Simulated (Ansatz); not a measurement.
**W₂Si (model structure, started from the Fe2P type, P-62m, No. 189, 9 atoms in the cell): properties by level of theory**

```csv
level (code),lattice parameter a (Å),c axis length (Å)
PBE (Ansatz),[?],3.153
PBEsol (Ansatz),6.944,3.117
PBE-D3(BJ) (Ansatz),6.938,3.120
```

Problem. What belongs in the gaps?

Solution. 
- PBE (Ansatz, an electronic-structure program), lattice parameter a (Å): 6.994

Ansatz's density-functional and Hartree–Fock values are scalar-relativistic unless marked +SOC, with PAW data made under PBE.

A model structure was made by putting elements into a prototype or built by hand; it is no filed structure, need not be a known phase, and can be a saddle point held by its symmetry.
